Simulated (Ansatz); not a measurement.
Take Cs in the bcc (W type) structure (space group Im-3m, No. 229; a = 6.275 Å) as the base.

Level of theory: Ansatz (a quantum-chemistry and plane-wave program) r2SCAN, scalar-relativistic without spin-orbit coupling.

Before the change:

- Lattice parameter a: 6.275 Å

Perturbation: K takes the place of Cs on all its sites; the structure is relaxed again.

Tabulated Pauling electronegativity and covalent radius: Cs 0.79, 2.44 Å; K 0.82, 2.03 Å.

Problem. How does this affect the lattice parameter a?

Solution. The lattice parameter a falls by 0.922 Å, from 6.275 Å to 5.353 Å.

Stability against distortions was not tested. All final runs are without spin polarisation.
